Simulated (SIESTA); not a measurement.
Worked example: self-consistent single point of HfMnGe (P-62m, 9 atoms in the cell) in SIESTA.

Computed with GGA PBEsol, numerical atomic orbitals DZP, PseudoDojo PBEsol standard norm-conserving potentials (rewritten from UPF to PSML) (SIESTA).

```
HfMnGe
1.0
    6.74379     0.00000     0.00000
   -3.37189     5.84029     0.00000
    0.00000     0.00000     3.76913
Hf Mn Ge
3 3 3
Direct
  0.00000   0.41259   0.50000
  0.41259   0.00000   0.50000
  0.58741   0.58741   0.50000
  0.00000   0.75214   0.00000
  0.75214   0.00000   0.00000
  0.24786   0.24786   0.00000
  0.33333   0.66667   0.00000
  0.66667   0.33333   0.00000
  0.00000   0.00000   0.50000
```
Moments meant for the start (each program seeds them in its own way; μB, in the order of the atoms Hf Hf Hf Mn Mn Mn Ge Ge Ge): 1.0 1.0 1.0 4.0 4.0 4.0 0.0 0.0 0.0.

Reference input (self-consistent single point, DFT, GGA PBEsol, numerical atomic orbitals DZP, PseudoDojo PBEsol standard norm-conserving potentials (rewritten from UPF to PSML)): XC.functional = GGA; XC.authors = PBEsol; potentials = PseudoDojo PBEsol standard; PAO.BasisSize = DZP; PAO.EnergyShift = 0.005 Ry; MeshCutoff = 300 Ry; kgrid.MonkhorstPack = 6 6 9; OccupationFunction = FD; ElectronicTemperature = 1160.45 K; Spin = polarized; DM.InitSpin = [1 +1.00, 2 +1.00, 3 +1.00, 4 +4.00, 5 +4.00, 6 +4.00, 7 +0.00, 8 +0.00, 9 +0.00]; MaxSCFIterations = 150. This run's input differs from it in these lines:

```diff
@@ -34,3 +34,3 @@
 PAO.EnergyShift              0.005 Ry
-MeshCutoff                   300 Ry
+MeshCutoff                   450 Ry
 %block kgrid.MonkhorstPack
```

Output (repeated stretches shortened):

```
        iscf     Eharris(eV)        E_KS(eV)     FreeEng(eV)     dDmax    Ef(eV) dHmax(eV)
   scf:    1   -20674.991440   -20747.087245   -20747.249188  0.881126 -3.612975 16.692250
     spin moment: {S} , |S| = {        0.0        0.0    8.54282 }     8.54282
   scf:    2   -20766.969990   -20762.127965   -20762.270688  0.171782 -4.169641  5.305990
     spin moment: {S} , |S| = {        0.0        0.0    8.84489 }     8.84489
   scf:    3   -20764.796713   -20763.565867   -20763.710774  0.032875 -4.325335  4.343834
     spin moment: {S} , |S| = {        0.0        0.0    8.75090 }     8.75090
   [... lines left out ...]
     spin moment: {S} , |S| = {        0.0        0.0    7.59201 }     7.59201
   scf:   17   -20765.324950   -20765.325009   -20765.486348  0.000075 -4.723795  0.002060
     spin moment: {S} , |S| = {        0.0        0.0    7.59133 }     7.59133
   scf:   18   -20765.324656   -20765.324832   -20765.486352  0.000233 -4.723749  0.001136
     spin moment: {S} , |S| = {        0.0        0.0    7.58920 }     7.58920
   scf:   19   -20765.324681   -20765.324756   -20765.486353  0.000090 -4.723709  0.000553
     spin moment: {S} , |S| = {        0.0        0.0    7.58827 }     7.58827
SCF Convergence by DM+H criterion
max |DM_out - DM_in|         :     0.0000899784
max |H_out - H_in|      (eV) :     0.0005527157
SCF cycle converged after 19 iterations

Using DM_out to compute the final energy and forces

siesta: E_KS(eV) =           -20765.3248

siesta: E_KS - E_eggbox =    -20765.3248

siesta: Atomic forces (eV/Ang):
     1    0.004198   -0.007331    0.000000
     2   -0.008451   -0.000029    0.000000
     3    0.004139    0.007169    0.000000
     4   -0.069929    0.121231   -0.000000
     5    0.139956    0.000056   -0.000000
     6   -0.069915   -0.121096   -0.000000
     7   -0.000000   -0.000019    0.000000
     8   -0.000017   -0.000016    0.000000
     9    0.000018    0.000036    0.000000
   Tot   -0.000000    0.000001   -0.000000
   Max    0.139956
   Res    0.046721    sqrt( Sum f_i^2 / 3N )
   [... lines left out ...]
siesta: FreeEng =    -20765.486353
siesta: Cell volume =        148.449859 Ang**3
siesta:         -54.99887829        -59.21400854  kBar
   [... lines left out ...]
     2     0.838571   11.161429   -0.467851  Hf
     3     0.838531   11.161469   -0.467858  Hf
     4     0.777251   14.222749    3.146860  Mn
     5     0.777254   14.222746    3.146861  Mn
     6     0.777207   14.222793    3.146857  Mn
     7    -1.610590   15.610590   -0.083270  Ge
     8    -1.610590   15.610590   -0.083270  Ge
     9    -1.626205   15.626205   -0.282209  Ge
 Total     0.000000                7.588268
```

The run converged in 19 iterations. Against the reference run the free energy rises by 3.7 meV/atom, the pressure moves little (-5.44 to -5.50 GPa), the largest force stays at 0.140 eV/Å and the size of the net moment stays at 0.84 μB/atom.

The starting cell comes from a database of computed structures (which also holds hypothetical and non-ambient phases and stackings), without a prior relaxation at this level. The magnetic order is the one reached from the typed start; others were not searched systematically. Values carry the incompleteness of an atom-centred basis.

Cost on one core of a shared machine: roughly 10 min.
